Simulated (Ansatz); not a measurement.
Results of r²SCAN+rVV10 (plane waves, PAW; Ansatz, a quantum-chemistry and plane-wave program) for SnO (model structure, started from the h-BN type, P6₃/mmc, No. 194, 4 atoms in the cell).

Numerical settings: plane-wave cutoff 560 eV, 18×18×6 k mesh (along the axes of the cell as run), Fermi–Dirac smearing 0.05 eV, scalar-relativistic PAW data made under PBE.

Cell (relaxed at this level):

```xyz
4
Lattice="4.1101 0.0000 0.0000 -2.0551 3.5595 0.0000 0.0000 0.0000 5.1599" Properties=species:S:1:pos:R:3 pbc="T T T"
Sn     0.0000     2.3730     1.2900
Sn     2.0551     1.1865     3.8699
O      0.0000     2.3730     3.8699
O      2.0551     1.1865     1.2900
```

What does this level give for the band gap and direct gap at Γ?


- band gap = 0.53 eV
- direct gap at Γ = 7.23 eV

Note: the relaxation could raise the start's symmetry but not lower it, so the cell can be a saddle point.

Spin–orbit coupling is not included.

It cost about 60 core-seconds (a rough figure) of CPU time.

A model structure was made by putting elements into a prototype or built by hand; it is no filed structure, need not be a known phase, and can be a saddle point held by its symmetry.
